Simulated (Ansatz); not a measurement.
Take GaN in the wurtzite structure (space group P6_3mc, No. 186; a = 3.218 Å, c = 5.243 Å) as the base. Axes: x lies along a and z along c of the hexagonal cell.

Computed with DFT with PBE, PAW potentials and a 420 eV plane-wave cutoff in Ansatz (a quantum-chemistry and plane-wave program), no spin-orbit coupling.

Base values:

| Property | Result |
|---|---|
| Band gap | 1.71 eV |

One thing is altered: uniaxial strain ε_zz = +1.80 %, all other strain components held at zero; the atoms relax in the strained cell.

**Question.** What does the calculation give for the band gap after the change?

**Answer.** The band gap drops by 0.18 eV to 1.53 eV.

**Question.** Estimate the effect on the stress.

**Answer.** The stress (xx, yy, zz, yz, xz, xy; compression positive) amounts to (-1.30, -1.30, -6.20, 0.00, 0.00, 0.00) GPa.

Whether these cells are dynamically stable was not tested.
